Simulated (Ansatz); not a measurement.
Partial pair distribution functions of a relaxed model of amorphous Ta16O39, broadened by 0.06 Å; density 7.44 g/cm³. All values below come from PBE, scalar-relativistic without spin-orbit coupling (plane waves to 420 eV, PAW; Ansatz, a quantum-chemistry and plane-wave program). The usual formal charges leave 2 electrons over, so the level spacing at the Fermi energy parts defect or band states and needn't be the band gap.

Preparation: random packing, a CHGNet melt and quench, and a DFT relaxation. O atoms were pushed apart under 1.9 Å during the dynamics, to hinder bonds among them. The hot cell started wider than the set density and was brought back towards it in steps. It is the lowest in DFT energy of 2 quenches. It is a model cell: composition and starting density were chosen by hand, and all elements were melted together. No dispersion term was used. Its density started from a set value of 7.81 and ended at 7.44 g/cm³. The quench (nominally 190 K/ps over its main leg) was far faster than any real one, so the model tends to hold more defects than a real film. Values belong to this one cell and scatter from quench to quench. The volume was free in the relaxation, at fixed shape. Stress components on the final sampling reach 2.5 GPa. On a 2×2×2 Γ-centred mesh force components of up to 0.35 eV/Å stay, since the relaxation ran on the zone centre alone.

```tsv
r (Å)	g Ta-O	g Ta-Ta	g O-O
1.65	0.01	0.00	0.00
1.75	0.69	0.00	0.00
1.85	4.51	0.00	0.00
1.95	7.22	0.00	0.00
2.05	6.05	0.00	0.00
2.15	3.13	0.00	0.00
2.25	1.48	0.00	0.02
2.35	0.31	0.00	0.39
2.45	0.01	0.00	1.23
2.55	0.02	0.00	1.89
2.65	0.10	0.00	2.52
2.75	0.06	0.05	2.79
2.85	0.17	0.38	2.14
2.95	0.11	0.45	2.25
3.05	0.04	1.59	1.62
3.15	0.02	1.24	1.11
3.25	0.19	1.32	0.57
3.35	0.32	2.09	0.78
3.45	0.43	1.21	0.74
3.55	0.52	1.40	0.61
3.65	0.84	2.17	0.78
3.75	1.30	3.09	0.94
3.85	1.11	2.80	1.03
3.95	1.11	1.30	1.00
4.05	1.33	0.46	0.96
4.15	1.51	0.76	0.88
4.25	1.48	0.41	0.45
4.35	1.35	0.59	0.36
4.45	1.52	0.41	0.54
4.55	1.61	0.16	0.80
```

Within 2.44 Å each Ta has 5.88 O neighbours on average.
